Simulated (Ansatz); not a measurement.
Take InP in the zinc blende structure (space group F-43m, No. 216; a = 5.960 Å) as the base.

Level of theory: PBE (Ansatz, a program for electronic structure), spin-orbit coupling left out.

Base values:

- Gap character: direct at Γ
- Lattice parameter a: 5.960 Å

Perturbation: hydrostatic tension (pressure −2 GPa).

### Question
Estimate the effect on the gap character.

### Answer
The gap character is still direct at Γ.

### Question
How does this affect the lattice parameter a?

### Answer
The lattice parameter a goes up by 0.0735 Å to 6.033 Å.

### Question
Estimate the effect on the mean gap deformation potential ΔEg/Δln V.

### Answer
The mean gap deformation potential ΔEg/Δln V comes out as -5.5 eV.

Load acts through the strain it causes; cell and atoms are relaxed under it. No phonon test of stability was made.
